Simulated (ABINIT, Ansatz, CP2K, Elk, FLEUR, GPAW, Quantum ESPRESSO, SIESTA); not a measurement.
# Code comparison for AlN (F-43m, 2 atoms in the cell)

Self-consistent single point.

```yaml
crystal:
  lattice:
    - [0.00000, 2.18399, 2.18399]
    - [2.18399, 0.00000, 2.18399]
    - [2.18399, 2.18399, 0.00000]
  atoms:
    - { symbol: Al, position: [0.00000, 0.00000, 0.00000] }
    - { symbol: N, position: [0.75000, 0.75000, 0.75000] }
```

Shared settings, as Ansatz (a first-principles code) writes them: kpoints.mp_grid.grid = 9 9 9; scf.occupations.method = fixed. Potentials and cutoffs stand in the table.

| code | model | pressure (GPa) | gap on the mesh (eV) | cutoff |
|---|---|---|---|---|
| Ansatz | LDA (PW92), default PAW files made with PBE | -4.25 | 3.427 | default |
| Elk | LDA (PW92), all-electron FP-LAPW, Elk's shipped species files, APW+lo basis with extra local orbitals | – | 3.419 | rgkmax 7.5 |
| CP2K | LDA (Pade form), GPW, DZVP-MOLOPT-SR-GTH basis, GTH-PADE potentials (GTH_POTENTIALS) | -4.71 | 3.431 | grid 400 Ry |
| FLEUR | LDA (Perdew-Zunger), all-electron FLAPW (FLEUR), scalar-relativistic valence | – | 3.423 | Kmax 4.5 1/bohr |
| SIESTA | LDA PW92, numerical atomic orbitals DZP, PseudoDojo LDA standard norm-conserving potentials (rewritten from UPF to PSML) | -2.88 | 3.450 | grid 350 Ry |
| ABINIT | LDA (PW92), PAW (JTH v2.0 LDA PAW) | -3.98 | 3.415 | 26 Ha |
| Quantum ESPRESSO | LDA (PZ), GBRV 1.5 ultrasoft (LDA) pseudopotentials | -2.76 | 3.402 | 40 Ry |
| GPAW | LDA (Perdew-Wang 92), GPAW PAW datasets LDA (gpaw-data 1.0.1) | – | 3.421 | 950 eV |

A dash marks a value that a program does not give, or that is left out as unsure.

Gaps are read on the mesh.

The spread over the programs that give each value: pressure within 1.95 GPa; gap on the mesh within 0.048 eV.

CP2K and SIESTA use small atom-centred bases, whose incompleteness enters pressures, forces and empty levels differently from a plane-wave cutoff. Elk and FLEUR treat all electrons, but the usual bases taken here (sphere radii, linearisation, local orbitals, empty states) were not tested for convergence, so the values are no reference for the others. Ansatz's pressure is given at a fixed set of plane waves, as the other plane-wave codes print theirs; with its correction for the finite basis it is -3.59 GPa (the shift of 0.66 GPa shows how far the cutoff is from converged). The pressure of GPAW is left out: its cutoff lies under the one at which its stress was checked. The same LDA comes in different parametrisations, which differ slightly. In the pressure, SIESTA (by 1.10) and Quantum ESPRESSO (by 1.22) lie more than 1 GPa from the median of the plane-wave programs.

The starting cell comes from a database of computed structures (which also holds hypothetical and non-ambient phases and stackings), without a prior relaxation at this level.

Keys are those of Ansatz 0.2.
